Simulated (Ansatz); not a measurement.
Given:

```
Li2S
1.0
    0.00000     2.76724     2.76724
    2.76724     0.00000     2.76724
    2.76724     2.76724     0.00000
Li S
2 1
Direct
  0.25000   0.25000   0.25000
  0.75000   0.75000   0.75000
  0.00000   0.00000   0.00000
```

No spin polarisation.

Method: Ansatz (a quantum-chemistry and plane-wave program), PBE, PAW, cutoff 420 eV, no SOC. k-mesh 10×10×10 (Γ-centred); smearing 0.05 eV (Fermi–Dirac).

Question: Estimate the pressure.

Answer: 4.44 GPa.

Question: Predict the band gap.

Answer: 3.32 eV.

Question: Estimate the smallest direct gap.

Answer: 4.73 eV.

The cells carry an imposed strain or load. No phonon test of stability was made. The cell was made from Li2S in the anti-fluorite structure (space group Fm-3m, No. 225) by this change: isotropic strain −3.00 %.
